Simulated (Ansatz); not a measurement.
Results of revPBE in Ansatz (plane waves, PAW) for stishovite (SiO2).

Run with plane-wave cutoff 520 eV, 8×8×12 k mesh (along the axes of the cell as run), Fermi–Dirac smearing 0.01 eV, scalar-relativistic PAW data made under PBE.

Cell (relaxed at this level):

```
O2Si
1.0
    4.26366     0.00000     0.00000
    0.00000     4.26366     0.00000
    0.00000     0.00000     2.69742
Si O
2 4
Direct
  0.00000   0.00000   0.00000
  0.50000   0.50000   0.50000
  0.30753   0.30753   0.00000
  0.80753   0.19247   0.50000
  0.19247   0.80753   0.50000
  0.69247   0.69247   0.00000
```

Problem. What does this level give for the bulk modulus B0, band gap and pressure derivative B′ of the bulk modulus?

Solution. 
- bulk modulus B0 = 241 GPa
- band gap = 4.87 eV (direct)
- pressure derivative B′ of the bulk modulus = 6.4

Measured, for comparison: bulk modulus 310 ± 1 GPa (300 K, no zero-point or thermal correction; as tabulated in arXiv:1001.2066). Computed (rounded) less measured: bulk modulus -22 %.

Note: the bulk modulus comes from volumes at which shape and atoms were relaxed.

Static lattice: no zero-point or thermal effects.

Ansatz is a quantum-chemistry and plane-wave program.
